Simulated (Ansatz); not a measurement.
A self-consistent single point of MgTiF6 (R3, 8 atoms in the cell) with Ansatz (a first-principles code).

Method of the run: PBEsol, default PAW files made with PBE (plane waves; Ansatz).

The change in words: lattice scaled by 0.98; kpoints.mp_grid.grid: 6 6 6 → 10 10 10. Reference geometry:
```xyz
8
Lattice="2.6161 1.5104 4.4578 -2.6161 1.5104 4.4578 0.0000 -3.0208 4.4578" Properties=species:S:1:pos:R:3 pbc="T T T"
Mg     0.0000     0.0000     6.7368
Ti     0.0000     0.0000     0.0000
F     -0.4469     1.5551     7.8294
F      0.4469    -1.5551     5.5441
F     -1.1233    -1.1646     7.8294
F      1.1233     1.1646     5.5441
F      1.5702    -0.3905     7.8294
F     -1.5702     0.3905     5.5441
```

Reference input (self-consistent single point, DFT, PBEsol, plane waves, default PAW files made with PBE): basis.ecutwfc = 420 eV; kpoints.mp_grid.grid = 6 6 6; hamiltonian.xc = pbesol; hamiltonian.pseudopotentials = {kind: paw} (the program's default PAW files); scf.occupations.method = fixed. This run's input differs from it in these lines:

Ansatz 0.2 input:
```diff
@@ -3,5 +3,5 @@
   lattice:
-    - [2.616105, 1.510409, 4.457841]
-    - [-2.616105, 1.510409, 4.457841]
-    - [0.000000, -3.020817, 4.457841]
+    - [2.563783, 1.480201, 4.368684]
+    - [-2.563783, 1.480201, 4.368684]
+    - [0.000000, -2.960401, 4.368684]
   atoms:
@@ -18,3 +18,3 @@
 kpoints:
-  mp_grid: { grid: [6, 6, 6] }
+  mp_grid: { grid: [10, 10, 10] }
 hamiltonian:
```

Log, with long lists cut:

```
SCF iter   1: F=—  HF=-9199.658365 eV  |F-HF|=—  |Δ(HF+E_count)|=         —  Δρ=1.53e-2  dr2=1.56e-1  ethr=1.77e-3  ⟨swp⟩=4.0  Hψ=24450  notcnv=0  defer=859
all-band conjugate gradients solve this SCF's bands
preconditioner: auto → Resta (q_TF=auto, 2.535 Å⁻¹)
SCF iter   2: F=—  HF=-9199.621379 eV  |F-HF|=—  |Δ(HF+E_count)|=   3.70e-2  Δρ=4.77e-3  dr2=1.85e-2  ethr=2.44e-4  ⟨swp⟩=2.0  Hψ=11737  notcnv=0  defer=860
   [... lines left out ...]
SCF iter   5: F=—  HF=-9199.617468 eV  |F-HF|=—  |Δ(HF+E_count)|=   4.95e-5  Δρ=1.06e-4  dr2=9.01e-6  ethr=2.40e-7  ⟨swp⟩=2.0  Hψ=11769  notcnv=0  defer=461
SCF iter   6: F=—  HF=-9199.617471 eV  |F-HF|=—  |Δ(HF+E_count)|=   2.45e-6  Δρ=5.58e-5  dr2=2.53e-6  ethr=1.41e-8  ⟨swp⟩=2.0  Hψ=11941  notcnv=0  defer=443
SCF iter   7: F=—  HF=-9199.617472 eV  |F-HF|=—  |Δ(HF+E_count)|=   9.94e-7  Δρ=1.79e-5  dr2=4.03e-7  ethr=3.96e-9  ⟨swp⟩=2.1  Hψ=10132  notcnv=0  defer=443
SCF iter   8: F=-9199.617472 eV  HF=-9199.617472 eV  |F-HF|=8.04e-8  |Δ(HF+E_count)|=   3.87e-7  Δρ=4.92e-6  dr2=3.57e-8  ethr=1.56e-10  ⟨swp⟩=11.5  Hψ=30851  notcnv=0
SCF 1 converged in 8 iterations: F = -9199.617472 eV  dr2 = 3.57e-8
Free energy (F): -9199.617472 eV
Internal energy: -9199.617472 eV  (E = F + TS)
E sigma→0 (E₀):  -9199.617472 eV
Fermi energy:    0.845785 eV
--- Forces (eV/Å), atoms counted from 1 ---
  atom   1  Mg     0.00000000    -0.00000002    -0.60351099
  atom   2  Ti     0.00000000     0.00000001     0.33515587
  atom   3  F     -0.25476092    -0.13447381    -0.09579290
  atom   4  F      0.16703288     0.28091651     0.18524167
  atom   5  F      0.24383819    -0.15339253    -0.09579290
  atom   6  F     -0.32679727     0.00419648     0.18524168
  atom   7  F      0.01092273     0.28786633    -0.09579291
  atom   8  F      0.15976439    -0.28511297     0.18524170
--- Stress (GPa, compression-positive) ---
        6.933221       0.000000      -0.000000
       -0.000000       6.933221      -0.000000
        0.000000      -0.000000       6.883390
  P = ⅓ Tr σ = 6.9166 GPa (69.166 kbar)
  The stress holds the Pulay correction. Without it, at fixed plane waves, as pw.x and ABINIT print it: P = 6.1527 GPa
```

The run converged in 8 iterations. Against the reference run the free energy rises by 14.0 meV/atom, the pressure goes from -0.73 to 6.92 GPa, the largest force goes from 0.492 to 0.604 eV/Å and the gap on the mesh goes from 4.783 to 5.145 eV.

The starting cell comes from a database of computed structures (which also holds hypothetical and non-ambient phases and stackings), without a prior relaxation at this level. Its lattice was rescaled by up to half a per cent. One atom was moved a little off its site on purpose. For this run, on top of that: lattice scaled by 0.98. With a pressure of about 7 GPa the cell is away from its equilibrium volume at this level. Ansatz's pressure includes its estimate of the finite-basis (Pulay) stress. Without the estimate this run gives 6.15 GPa.

Cost on one core of a shared machine: roughly 60 s.
